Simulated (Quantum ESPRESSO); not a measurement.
A working Quantum ESPRESSO input for NiAl (Pm-3m, 2 atoms in the cell) (DFT, LDA (PZ), plane waves, PSlibrary PAW (LDA) pseudopotentials):

```fortran
&CONTROL
 calculation = 'scf',
 prefix = 'run',
 outdir = './tmp/',
 pseudo_dir = './',
 tprnfor = .true.,
 tstress = .true.,
/
&SYSTEM
 ibrav = 1,
 A = 2.9243910000,
 nat = 2,
 ntyp = 2,
 ecutwfc = 50,
 ecutrho = 300,
 occupations = 'smearing',
 smearing = 'fermi-dirac',
 degauss = 0.0073499,
/
&ELECTRONS
 conv_thr = 1.0e-11,
 mixing_beta = 0.7,
/
ATOMIC_SPECIES
Al    26.9815  Al.pz-n-kjpaw_psl.1.0.0.UPF
Ni    58.6934  Ni.pz-n-kjpaw_psl.1.0.0.UPF
ATOMIC_POSITIONS {crystal}
Al    0.5000000000    0.5000000000    0.5000000000
Ni    0.0000000000    0.0000000000    0.0000000000
K_POINTS {automatic}
15 15 15  0 0 0
```

The run converged in 13 iterations: free energy E − TS -2973.0185 eV; Fermi level (on the code's own zero) 10.92 eV; pressure -14.91 GPa. Each of these slips is then made, one at a time:

(1)
```diff
-&ELECTRONS
- conv_thr = 1.0e-11,
- mixing_beta = 0.7,
-/
```

(2)
```diff
- ecutwfc = 50,
- ecutrho = 300,
+ ecutwfc = 25,
+ ecutrho = 150,
```

Problem. Predict the outcome of each change.

Solution. 
(1) A required namelist left out. The program stopped before any SCF iteration.
```
Error in routine  read_namelists (1):
bad line in namelist &electrons: "15 15 15  0 0 0" (error could be in the previous line)
```

(2) An energy in the wrong unit. The run converged in 11 iterations without an error; against the sound input the free energy rises by 511 meV/atom and the pressure goes from -14.91 to -59.77 GPa.

The starting cell has typed, rounded lattice constants, without a prior relaxation at this level. Its lattice was rescaled by a random factor within 2.5 % of one. Spin polarisation is off. In the base run, with a pressure of about -15 GPa the cell is away from its equilibrium volume at this level.

Left out of this page: 4 runs of the series outside the window shown, repeating another row's setting, or not comparable.
